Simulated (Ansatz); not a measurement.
The reference is TiSe$_{2}$ in the CdI2 type structure (space group P-3m1, No. 164; a = 3.4801 Å, c = 5.8719 Å; layered, stacked along the Cartesian z axis; relaxed with 0.1 eV smearing).

The values are results of Ansatz (a first-principles code), PBE-D3(BJ), PAW, cutoff 420 eV, no spin-orbit coupling, not measurements.

For the base:

| Quantity | Value |
|---|---|
| Pressure | 0.0 GPa |
| Band gap | zero |

Now apply this change: the cell is scaled by 1.0294 in all directions, atoms relaxed at fixed cell.

What does the calculation give for the largest internal atomic displacement, pressure, energy relative to the base and band gap after the change?

The largest internal atomic displacement comes out as 0.077 Å; the pressure (mean of the normal stresses, compression positive) goes from zero to -3.2 GPa; the energy goes up by 20 meV/atom; the band gap stays zero.

The cells carry an imposed strain or load. Whether these cells are dynamically stable was not tested. All final runs are without spin polarisation.
